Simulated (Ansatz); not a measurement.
## How far PBE and r2SCAN part for BP, isotropic strain +0.54 %

Start from BP in the zinc blende structure (space group F-43m, No. 216; a = 4.5483 Å).

(Cell as relaxed with PBE.)

Levels (all Ansatz, an electronic-structure program, PAW, earlier PAW set): PBE (420 eV, scalar-relativistic without spin-orbit coupling); r2SCAN (500 eV, no SOC).

Each level relaxes its own structure.

| base | PBE | r2SCAN |
|---|---|---|
| volume per atom | 11.76 Å³ | 11.67 Å³ |
| lattice parameter a | 4.548 Å | 4.536 Å |
| band gap | 1.25 eV | 1.41 eV |

Modification: the cell is scaled by 1.0054 in all directions; the atoms relax in the strained cell.

```csv
quantity,PBE,r2SCAN
band gap,1.27 eV,[?]
smallest direct gap,3.37 eV,[?]
pressure,-2.54 GPa,[?]
energy relative to the base (free energy F),+1.5 meV/atom,[?]
```

Question: What does r2SCAN give?

Answer: 
- band gap, r2SCAN: 1.43 eV
- smallest direct gap, r2SCAN: 3.58 eV
- pressure, r2SCAN: -2.66 GPa
- energy relative to the base (free energy F), r2SCAN: +1.6 meV/atom

PBE's band gap lies 0.16 eV below r2SCAN's; PBE's smallest direct gap lies 0.204 eV below r2SCAN's; PBE's pressure lies 0.12 GPa above r2SCAN's. Neither level is exact; r2SCAN is the comparison here, not a measurement.

Whether these cells are dynamically stable was not tested.
